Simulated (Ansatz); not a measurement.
The starting structures come from a database of crystals and need not be the phases stable at ambient conditions.

Tunnelling through a barrier is set by its complex band structure: the current falls as exp(−2κd) with the smallest κ.

```yaml
crystal:
  lattice:
    - [7.61991, 0.00000, 0.00000]
    - [0.00000, 7.72555, 0.00000]
    - [3.80995, 2.57518, 2.19968]
  atoms:
    - { symbol: Tl, position: [0.00000, 0.00000, 0.00000] }
    - { symbol: As, position: [0.00000, 0.50000, 0.00000] }
    - { symbol: F, position: [0.72794, 0.30573, 0.18237] }
    - { symbol: F, position: [0.27206, 0.69427, 0.81763] }
    - { symbol: F, position: [0.36175, 0.57779, 0.36619] }
    - { symbol: F, position: [0.63825, 0.42221, 0.63381] }
    - { symbol: F, position: [0.91031, 0.21604, 0.45144] }
    - { symbol: F, position: [0.08969, 0.78396, 0.54856] }
```

Space group of this cell: R-3. The cell was relaxed by PBE-D3(BJ); by r2SCAN its mean pressure is -3.9 GPa.

Transport runs along the normal of the first two printed cell vectors, the (100) plane of the conventional cell.

No gap correction and no spin-orbit coupling; mid-gap values are interpolated between computed energies.

**Question.** Give the band gap and the smallest decay constant κ at mid-gap that Ansatz (a first-principles code) with r2SCAN yields.

**Answer.** Gap 5.27 eV on a 14×14×14 mesh; κ = 0.490 1/Å, at (0.000, 0.500) of the in-plane reciprocal vectors. At the zone centre, at the nearest computed energy, the slowest state has κ = 0.53 1/Å.
